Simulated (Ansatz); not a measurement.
## Effect of Pd → S on Pd

Consider Pd in the fcc (Cu type) structure (space group Fm-3m, No. 225; a = 3.875 Å).

Now apply this change: full substitution Pd → S; the structure is relaxed again.

Method: PBEsol/PAW in Ansatz (an electronic-structure program), scalar-relativistic without spin-orbit coupling. k-mesh 20×20×20 (Γ-centred); smearing 0.05 eV (Fermi–Dirac), for the changed cell.

```
quantity                              base     changed        shift
-----------------------------  -----------  ----------  -----------
volume per atom                   14.55 Å³    14.92 Å³     +0.37 Å³
density                        12.15 g/cm³  3.57 g/cm³  -8.58 g/cm³
lattice parameter a                3.875 Å     3.908 Å     +0.033 Å
shortest interatomic distance      2.740 Å     2.763 Å     +0.023 Å
band gap                              zero        zero            –
```

Final structure:

```
CELL_PARAMETERS angstrom
      0.00000     1.95390     1.95390
      1.95390     0.00000     1.95390
      1.95390     1.95390     0.00000
ATOMIC_POSITIONS crystal
  S  0.00000 0.00000 0.00000
```

Stability against distortions was not tested. As relaxed here, S is a hypothetical phase, not in the database extracts checked. All final runs are without spin polarisation.
